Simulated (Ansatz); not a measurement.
Worked example: self-consistent single point of TiO₂ (Imm2, 6 atoms in the cell) in Ansatz (a quantum-chemistry and plane-wave program).

Computed with LDA (PW92), default PAW files made with PBE (plane waves; Ansatz).

```
TiO2
1.0
   -1.88304     1.88304     4.73123
    1.88304    -1.88304     4.73123
    1.88304     1.88304    -4.73123
Ti O
2 4
Cartesian
  0.00000   1.88304   2.41561
  0.00000   0.00000   0.00000
  0.00000   1.88304   0.39742
  0.00000   0.00000   7.49426
  0.00000   0.00000   1.96819
  0.00000   1.88304   4.33380
```

Reference input (self-consistent single point, DFT, LDA (PW92), plane waves, default PAW files made with PBE): basis.ecutwfc = 30.9 Ry; kpoints.mp_grid.grid = 9 9 9; hamiltonian.xc = lda; hamiltonian.pseudopotentials = {kind: paw} (the program's default PAW files); scf.occupations.method = fermi_dirac; scf.occupations.width = 0.0015 Ry. This run's input differs from it in these lines:

Ansatz 0.2 input:
```diff
@@ -15,3 +15,3 @@
 kpoints:
-  mp_grid: { grid: [9, 9, 9] }
+  mp_grid: { grid: [10, 10, 10] }
 hamiltonian:
```

Output, abridged:

```
SCF iter   1: F=—  HF=-7130.483326 eV  |F-HF|=—  |Δ(HF+E_count)|=         —  Δρ=1.94e-2  dr2=2.23e-1  ethr=1.77e-3  ⟨swp⟩=5.7  Hψ=21410  notcnv=0
all-band conjugate gradients solve this SCF's bands
preconditioner: auto → none
SCF iter   2: F=—  HF=-7130.499247 eV  |F-HF|=—  |Δ(HF+E_count)|=   1.59e-2  Δρ=2.30e-2  dr2=3.31e-1  ethr=4.65e-4  ⟨swp⟩=2.0  Hψ=9949  notcnv=0  defer=270
   [... lines left out ...]
SCF iter   6: F=—  HF=-7130.433152 eV  |F-HF|=—  |Δ(HF+E_count)|=   1.69e-4  Δρ=2.05e-4  dr2=3.16e-5  ethr=5.79e-7  ⟨swp⟩=2.0  Hψ=7596  notcnv=0  defer=270
SCF iter   7: F=—  HF=-7130.433145 eV  |F-HF|=—  |Δ(HF+E_count)|=   6.36e-6  Δρ=4.24e-5  dr2=1.83e-6  ethr=6.57e-8  ⟨swp⟩=2.8  Hψ=9826  notcnv=0  defer=270
SCF iter   8: F=—  HF=-7130.433145 eV  |F-HF|=—  |Δ(HF+E_count)|=   2.54e-7  Δρ=2.54e-5  dr2=5.22e-7  ethr=3.80e-9  ⟨swp⟩=2.1  Hψ=7058  notcnv=0  defer=270
SCF iter   9: F=-7130.433145 eV  HF=-7130.433145 eV  |F-HF|=3.14e-8  |Δ(HF+E_count)|=   1.05e-7  Δρ=6.82e-6  dr2=3.34e-8  ethr=2.08e-10  ⟨swp⟩=7.3  Hψ=21511  notcnv=0
SCF 1 converged in 9 iterations: F = -7130.433145 eV  dr2 = 3.34e-8
Free energy (F): -7130.433145 eV
Internal energy: -7130.433145 eV  (E = F + TS)
E sigma→0 (E₀):  -7130.433145 eV
Fermi energy:    8.184619 eV
--- Forces (eV/Å), atoms counted from 1 ---
  atom   1  Ti    -0.00000000     0.00000000    -0.84850957
  atom   2  Ti     0.00000000     0.00000000     0.42959243
  atom   3  O     -0.00000000     0.00000000     0.04962776
  atom   4  O      0.00000000     0.00000000     0.11654321
  atom   5  O      0.00000000     0.00000000     0.10719749
  atom   6  O      0.00000000     0.00000000     0.14556345
--- Stress (GPa, compression-positive) ---
       -0.862434      -0.000000      -0.000000
       -0.000000      -6.806534      -0.000000
       -0.000000      -0.000000      -2.034007
  P = ⅓ Tr σ = -3.2343 GPa (-32.343 kbar)
  The stress holds the Pulay correction. Without it, at fixed plane waves, as pw.x and ABINIT print it: P = -4.1944 GPa
```

The run converged in 9 iterations. Against the reference run the free energy stays essentially unchanged (within 1 meV/atom), the pressure stays at -3.23 GPa, the largest force stays at 0.849 eV/Å and the gap on the mesh goes from 2.049 to 2.067 eV.

The starting cell has typed, rounded lattice constants, without a prior relaxation at this level. Its lattice was rescaled by up to half a per cent. One atom was moved a little off its site on purpose. With a pressure of about -3 GPa the cell is away from its equilibrium volume at this level. Ansatz's pressure includes its estimate of the finite-basis (Pulay) stress. Without the estimate this run gives -4.19 GPa.
